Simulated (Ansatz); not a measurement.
Defect: interstitial Li in diamond with all lengths changed by -1 %, charge state +1. Method: PBE, PAW (plane waves to 420 eV; Ansatz, a first-principles code).

Settings: 64 host sites, the strained lattice (strain from the relaxed PBE one, atoms relaxed), a 2×2×2 k-point mesh shifted by half a step, smearing 0.01 eV, spin-restricted, no image-charge correction. No zero-point or tunnelling terms. The host's phase is taken as given; its stability against other phases was not computed. The charge state is imposed; whether it is stable for some Fermi level was not computed. Sites that were not tried may lie lower.

Barriers: single points on a 3×3×3 k-point mesh shifted by half a step at the bands' geometries.

The step: one Li atom jumps by itself. Atoms about the jump, Cartesian Å from the middle of the jump, before and after:

| atom | x0 | y0 | z0 | x1 | y1 | z1 |
|---|---|---|---|---|---|---|
| Li1 | -0.44 | -0.44 | -0.44 | 0.44 | 0.44 | 0.44 |
| C2 | -0.44 | -0.44 | 1.37 | -0.49 | -0.49 | 1.37 |
| C3 | 0.49 | -1.37 | 0.49 | 0.44 | -1.37 | 0.44 |
| C4 | 1.37 | -0.44 | -0.44 | 1.37 | -0.49 | -0.49 |
| C5 | -1.37 | 0.49 | 0.49 | -1.37 | 0.44 | 0.44 |
| C6 | -0.44 | 1.37 | -0.44 | -0.49 | 1.37 | -0.49 |
| C7 | 0.49 | 0.49 | -1.37 | 0.44 | 0.44 | -1.37 |
| C8 | 1.33 | 1.33 | 1.33 | 1.37 | 1.37 | 1.37 |
| C9 | -1.37 | -1.37 | -1.37 | -1.33 | -1.33 | -1.33 |
| C10 | 0.45 | 0.45 | 2.22 | 0.44 | 0.44 | 2.26 |
| C11 | -0.44 | -2.26 | -0.44 | -0.45 | -2.22 | -0.45 |
| C12 | 2.22 | 0.45 | 0.45 | 2.26 | 0.44 | 0.44 |
| C13 | -2.26 | -0.44 | -0.44 | -2.22 | -0.45 | -0.45 |
| C14 | 0.45 | 2.22 | 0.45 | 0.44 | 2.26 | 0.44 |
| C15 | -0.44 | -0.44 | -2.26 | -0.45 | -0.45 | -2.22 |
| C16 | 1.35 | -2.23 | 1.35 | 1.33 | -2.22 | 1.33 |
| C17 | -1.33 | -1.33 | 2.22 | -1.35 | -1.35 | 2.23 |
| C18 | -2.23 | 1.35 | 1.35 | -2.22 | 1.33 | 1.33 |
| C19 | 2.22 | -1.33 | -1.33 | 2.23 | -1.35 | -1.35 |
| C20 | 1.35 | 1.35 | -2.23 | 1.33 | 1.33 | -2.22 |
| C21 | -1.33 | 2.22 | -1.33 | -1.35 | 2.23 | -1.35 |
| C22 | 1.33 | -0.44 | 3.09 | 1.33 | -0.45 | 3.10 |
| C23 | -1.33 | -3.10 | 0.45 | -1.33 | -3.09 | 0.44 |
| C24 | 3.09 | -0.44 | 1.33 | 3.10 | -0.45 | 1.33 |
| C25 | -3.10 | -1.33 | 0.45 | -3.09 | -1.33 | 0.44 |
| C26 | -0.44 | 1.33 | 3.09 | -0.45 | 1.33 | 3.10 |
| C27 | 0.45 | -3.10 | -1.33 | 0.44 | -3.09 | -1.33 |
| C28 | -0.44 | 3.09 | 1.33 | -0.45 | 3.10 | 1.33 |
| C29 | 3.09 | 1.33 | -0.44 | 3.10 | 1.33 | -0.45 |
| C30 | 0.45 | -1.33 | -3.10 | 0.44 | -1.33 | -3.09 |
| C31 | -3.10 | 0.45 | -1.33 | -3.09 | 0.44 | -1.33 |
| C32 | 1.33 | 3.09 | -0.44 | 1.33 | 3.10 | -0.45 |
| C33 | -1.33 | 0.45 | -3.10 | -1.33 | 0.44 | -3.09 |
| C34 | 2.22 | -1.33 | 2.22 | 2.21 | -1.33 | 2.21 |
| C35 | -2.21 | -2.21 | 1.33 | -2.22 | -2.22 | 1.33 |
| C36 | -1.33 | 2.22 | 2.22 | -1.33 | 2.21 | 2.21 |
| C37 | 1.33 | -2.21 | -2.21 | 1.33 | -2.22 | -2.22 |
| C38 | 2.22 | 2.22 | -1.33 | 2.21 | 2.21 | -1.33 |
| C39 | -2.21 | 1.33 | -2.21 | -2.22 | 1.33 | -2.22 |
| C40 | 2.21 | 2.21 | 2.21 | 2.23 | 2.23 | 2.23 |
| C41 | -2.23 | -2.23 | -2.23 | -2.21 | -2.21 | -2.21 |
| C42 | -0.44 | -2.22 | 3.09 | -0.44 | -2.22 | 3.10 |
| C43 | 0.44 | -3.10 | 2.22 | 0.44 | -3.09 | 2.22 |
| C44 | -2.22 | -0.44 | 3.09 | -2.22 | -0.44 | 3.10 |
| C45 | 2.22 | -3.10 | 0.44 | 2.22 | -3.09 | 0.44 |
| C46 | 3.09 | -2.22 | -0.44 | 3.10 | -2.22 | -0.44 |
| C47 | -3.10 | 0.44 | 2.22 | -3.09 | 0.44 | 2.22 |
| C48 | 3.09 | -0.44 | -2.22 | 3.10 | -0.44 | -2.22 |
| C49 | -3.10 | 2.22 | 0.44 | -3.09 | 2.22 | 0.44 |
| C50 | 2.22 | 0.44 | -3.10 | 2.22 | 0.44 | -3.09 |
| C51 | -2.22 | 3.09 | -0.44 | -2.22 | 3.10 | -0.44 |
| C52 | -0.44 | 3.09 | -2.22 | -0.44 | 3.10 | -2.22 |
| C53 | 0.44 | 2.22 | -3.10 | 0.44 | 2.22 | -3.09 |

Problem. Where do these atoms stand at the saddle point, and how high is it?

Solution. 
```json
[
 {"atom": "Li1", "x": "0.00", "y": "0.00", "z": "0.00"},
 {"atom": "C2", "x": "-0.48", "y": "-0.48", "z": "1.43"},
 {"atom": "C3", "x": "0.49", "y": "-1.43", "z": "0.48"},
 {"atom": "C4", "x": "1.44", "y": "-0.48", "z": "-0.49"},
 {"atom": "C5", "x": "-1.43", "y": "0.49", "z": "0.48"},
 {"atom": "C6", "x": "-0.48", "y": "1.44", "z": "-0.49"},
 {"atom": "C7", "x": "0.49", "y": "0.49", "z": "-1.44"},
 {"atom": "C8", "x": "1.31", "y": "1.32", "z": "1.31"},
 {"atom": "C9", "x": "-1.31", "y": "-1.31", "z": "-1.32"},
 {"atom": "C10", "x": "0.44", "y": "0.44", "z": "2.22"},
 {"atom": "C11", "x": "-0.43", "y": "-2.23", "z": "-0.44"},
 {"atom": "C12", "x": "2.23", "y": "0.44", "z": "0.43"},
 {"atom": "C13", "x": "-2.23", "y": "-0.43", "z": "-0.44"},
 {"atom": "C14", "x": "0.44", "y": "2.23", "z": "0.43"},
 {"atom": "C15", "x": "-0.43", "y": "-0.43", "z": "-2.23"},
 {"atom": "C16", "x": "1.35", "y": "-2.24", "z": "1.34"},
 {"atom": "C17", "x": "-1.35", "y": "-1.35", "z": "2.24"},
 {"atom": "C18", "x": "-2.24", "y": "1.35", "z": "1.34"},
 {"atom": "C19", "x": "2.25", "y": "-1.35", "z": "-1.35"},
 {"atom": "C20", "x": "1.35", "y": "1.35", "z": "-2.25"},
 {"atom": "C21", "x": "-1.35", "y": "2.25", "z": "-1.35"},
 {"atom": "C22", "x": "1.33", "y": "-0.44", "z": "3.09"},
 {"atom": "C23", "x": "-1.33", "y": "-3.09", "z": "0.44"},
 {"atom": "C24", "x": "3.10", "y": "-0.44", "z": "1.33"},
 {"atom": "C25", "x": "-3.09", "y": "-1.33", "z": "0.44"},
 {"atom": "C26", "x": "-0.45", "y": "1.34", "z": "3.09"},
 {"atom": "C27", "x": "0.45", "y": "-3.09", "z": "-1.34"},
 {"atom": "C28", "x": "-0.45", "y": "3.10", "z": "1.33"},
 {"atom": "C29", "x": "3.10", "y": "1.34", "z": "-0.45"},
 {"atom": "C30", "x": "0.45", "y": "-1.33", "z": "-3.10"},
 {"atom": "C31", "x": "-3.09", "y": "0.45", "z": "-1.34"},
 {"atom": "C32", "x": "1.33", "y": "3.10", "z": "-0.45"},
 {"atom": "C33", "x": "-1.33", "y": "0.45", "z": "-3.10"},
 {"atom": "C34", "x": "2.22", "y": "-1.33", "z": "2.21"},
 {"atom": "C35", "x": "-2.21", "y": "-2.21", "z": "1.33"},
 {"atom": "C36", "x": "-1.33", "y": "2.22", "z": "2.21"},
 {"atom": "C37", "x": "1.33", "y": "-2.21", "z": "-2.22"},
 {"atom": "C38", "x": "2.22", "y": "2.22", "z": "-1.34"},
 {"atom": "C39", "x": "-2.21", "y": "1.34", "z": "-2.22"},
 {"atom": "C40", "x": "2.20", "y": "2.21", "z": "2.20"},
 {"atom": "C41", "x": "-2.20", "y": "-2.20", "z": "-2.21"},
 {"atom": "C42", "x": "-0.44", "y": "-2.22", "z": "3.10"},
 {"atom": "C43", "x": "0.44", "y": "-3.10", "z": "2.22"},
 {"atom": "C44", "x": "-2.22", "y": "-0.44", "z": "3.10"},
 {"atom": "C45", "x": "2.22", "y": "-3.10", "z": "0.44"},
 {"atom": "C46", "x": "3.11", "y": "-2.22", "z": "-0.45"},
 {"atom": "C47", "x": "-3.10", "y": "0.45", "z": "2.22"},
 {"atom": "C48", "x": "3.11", "y": "-0.44", "z": "-2.23"},
 {"atom": "C49", "x": "-3.10", "y": "2.23", "z": "0.44"},
 {"atom": "C50", "x": "2.22", "y": "0.45", "z": "-3.11"},
 {"atom": "C51", "x": "-2.22", "y": "3.11", "z": "-0.45"},
 {"atom": "C52", "x": "-0.44", "y": "3.11", "z": "-2.23"},
 {"atom": "C53", "x": "0.44", "y": "2.22", "z": "-3.11"}
]
```
It lies 1.95 eV above the start and 1.95 eV above the end. The saddle point's order was not checked, and it lies on a symmetry element of the cell, where a band can be held.
